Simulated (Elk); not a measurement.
Elk run on GaFe3 (Pm-3m, 4 atoms in the cell): self-consistent single point.

Computed with Elk with LDA (PW92), spin-orbit coupling in second variation, all-electron FP-LAPW, Elk's shipped species files, APW+lo basis with extra local orbitals.

```yaml
crystal:
  lattice:
    - [3.63803, 0.00000, 0.00000]
    - [0.00000, 3.63803, 0.00000]
    - [0.00000, 0.00000, 3.63803]
  atoms:
    - { symbol: Ga, position: [0.00000, 0.00000, 0.00000] }
    - { symbol: Fe, position: [0.00000, 0.50000, 0.50000], spin: 4.0 }
    - { symbol: Fe, position: [0.50000, 0.00000, 0.50000], spin: 4.0 }
    - { symbol: Fe, position: [0.50000, 0.50000, 0.00000], spin: 4.0 }
```
(The spins are starting values, not results.)

Reference input (self-consistent single point, DFT, LDA (PW92), all-electron FP-LAPW, Elk's shipped species files, APW+lo basis with extra local orbitals): spinpol = true; rgkmax = 7.5; stype = 0; swidth = 0.00999582 Ha; ngridk = 6 6 6; reducebf = 0.5; tforce = true; gmaxvr = 18 1/bohr; lmaxapw = 10; lmaxo = 8; nxlo = 2; lorbcnd = true. This run's input differs from it in these lines:

```diff
@@ -4,2 +4,5 @@
 spinpol
+  .true.
+
+spinorb
   .true.
```

Log, with long lists cut:

```
│ Self-consistent loop started │
│ Loop number : 1 │
 total energy                :     -5757.30569052
 total moment                :   0.1236981496E-19 -0.7204415310E-20   7.145613215
│ Loop number : 2 │
 total energy                :     -5757.40323170
 total moment                :   0.1824795556E-19 -0.2755797305E-19   7.146145165
RMS change in Kohn-Sham potential (target) :   0.3127067078     (  0.1000000000E-05)
Absolute change in total energy (target)   :   0.9754118594E-01 (  0.1000000000E-03)
│ Loop number : 3 │
 total energy                :     -5757.73507905
   [... lines left out ...]
│ Loop number : 21 │
 total energy                :     -5753.09098674
 total moment                :  -0.2476029516E-19  0.4575175069E-19  -6.677649058
RMS change in Kohn-Sham potential (target) :   0.9876077752E-06 (  0.1000000000E-05)
Absolute change in total energy (target)   :   0.1744427227E-03 (  0.1000000000E-03)
│ Loop number : 22 │
 total energy                :     -5753.09093820
 total moment                :  -0.1727838521E-19 -0.7002292284E-20  -6.677710986
RMS change in Kohn-Sham potential (target) :   0.4608779043E-06 (  0.1000000000E-05)
Absolute change in total energy (target)   :   0.4928104318E-05 (  0.1000000000E-03)
Convergence targets achieved

│ Loop number : 23 │

Energies :
 Fermi                       :     0.334016844743
 xc effective B-field        :    -0.288497521363
 external B-field            :      0.00000000000
 total energy                :     -5753.09092804
 (external B-field energy excluded from total)

Density of states at Fermi energy :    72.05792207
 (states/Hartree/unit cell)

Estimated indirect band gap :   0.6476651905E-03
 from k-point      1 to k-point      3
Estimated direct band gap   :   0.6479536859E-03
 at k-point      1

Charges :
 core                        :    48.00000000
 valence                     :    61.00000000
 interstitial                :    4.780594268
 muffin-tins (core leakage)
  species :    1 (Ga)
   atom    1                 :    29.65639484     (  0.1483965983E-02)
  species :    2 (Fe)
   [... lines left out ...]
 total moment                :  -0.1971249349E-19  0.8899418029E-20  -6.677713001
   [... lines left out ...]
   total force               :     0.00000000    0.00000000    0.00000000
   total magnitude           :     0.00000000
  atom :    3
   Hellmann-Feynman          :     0.00000000    0.00000000    0.00000000
   IBS                       :     0.00000000    0.00000000    0.00000000
   total force               :     0.00000000    0.00000000    0.00000000
   total magnitude           :     0.00000000
```

The run converged in 23 iterations. The count includes the last loop, which Elk runs after its targets are met. Against the reference run the size of the net moment stays at 1.67 μB/atom.

The starting cell comes from a database of computed structures (which also holds hypothetical and non-ambient phases and stackings), without a prior relaxation at this level. The magnetic order is the one reached from the typed start; others were not searched systematically. Values depend on the basis (sphere radii, cutoffs, local orbitals), which need not be converged. The log's line on a gap gives a spacing of levels on this mesh, which the program prints for metals too.

Cost on one core of a shared machine: roughly 6 min.
